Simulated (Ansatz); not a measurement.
## ZrO2: pressure series

Consider ZrO2 in the fluorite structure (space group Fm-3m, No. 225).

```xyz
3
Lattice="0.0000 2.5447 2.5447 2.5447 0.0000 2.5447 2.5447 2.5447 0.0000" Properties=species:S:1:pos:R:3 pbc="T T T"
Zr     0.0000     0.0000     0.0000
O      1.2723     1.2723     1.2723
O      3.8170     3.8170     3.8170
```

Cell and atoms are relaxed at each pressure.

Calculations: plane-wave PAW DFT at the r2SCAN level (Ansatz, a quantum-chemistry and plane-wave program, 500 eV), spin-orbit coupling left out.

Notes on the quantities. electron mass: degenerate bands, along [100].

| case | electron mass | lattice parameter a | band gap |
|---|---|---|---|
| base | 0.53, 2.1 mₑ (at Γ) | 5.089 Å | 3.89 eV |
| pressure −2 GPa | 0.54, 2.1 mₑ (at Γ) | 5.103 Å | 3.86 eV |
| pressure −1 GPa | 0.54, 2.1 mₑ (at Γ) | 5.096 Å | 3.87 eV |
| pressure 0.3 GPa | 0.53, 2.1 mₑ (at Γ) | 5.087 Å | 3.89 eV |
| pressure 0.7 GPa | 0.53, 2.1 mₑ (at Γ) | 5.085 Å | 3.89 eV |
| pressure 1.5 GPa | 0.53, 2.1 mₑ (at Γ) | 5.080 Å | 3.90 eV |
| pressure 3 GPa | 0.52, 2.0 mₑ (at Γ) | 5.070 Å | 3.92 eV |
| pressure 5 GPa | 0.52, 2.0 mₑ (at Γ) | 5.058 Å | 3.94 eV |
| pressure 7.5 GPa | 0.51, 2.0 mₑ (at Γ) | 5.043 Å | 3.97 eV |
| pressure 10 GPa | 0.50, 1.9 mₑ (at Γ) | 5.028 Å | 4.00 eV |

Load acts through the strain it causes; cell and atoms are relaxed under it. Effective masses come from finite differences of ±0.01 Å⁻¹. No phonon test of stability was made. Competing high-pressure phases were not computed. This is not the structure that ZrO2 has at room temperature and ambient pressure.
